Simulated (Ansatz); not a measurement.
## MoP under a change: Mo → Zr

The reference is MoP (space group P-6m2, No. 187; a = 3.206 Å, c = 3.174 Å).

Now apply this change: every Mo is replaced by Zr, then cell and atoms are relaxed.

Calculations: PBEsol (Ansatz, a program for electronic structure), no SOC, earlier PAW set. k-mesh 15×15×14 (Γ-centred); smearing 0.05 eV (Fermi–Dirac), for the changed cell.

| quantity | base | changed | shift |
|---|---|---|---|
| volume per atom | 14.13 Å³ | 18.39 Å³ | +4.26 Å³ |
| lattice parameter a | 3.206 Å | 3.538 Å | +0.332 Å |
| c/a ratio | 0.990 | 0.959 | -0.031 |
| space group | P-6m2 (No. 187) | P-6m2 (No. 187) | – |
| band gap | zero | zero | – |

Final structure:

```yaml
crystal:
  lattice:
    - [3.53835, 0.00000, 0.00000]
    - [-1.76917, 3.06430, 0.00000]
    - [0.00000, 0.00000, 3.39300]
  atoms:
    - { symbol: Zr, position: [0.00000, 0.00000, 0.00000] }
    - { symbol: P, position: [0.66667, 0.33333, 0.50000] }
```

Whether these cells are dynamically stable was not tested. As relaxed here, ZrP is a hypothetical phase, not in the database extracts checked. The final runs are not spin-polarised. An odd electron count without spin: ZrP and MoP. ZrP has a high density of states at the Fermi level and may be magnetic at this level.
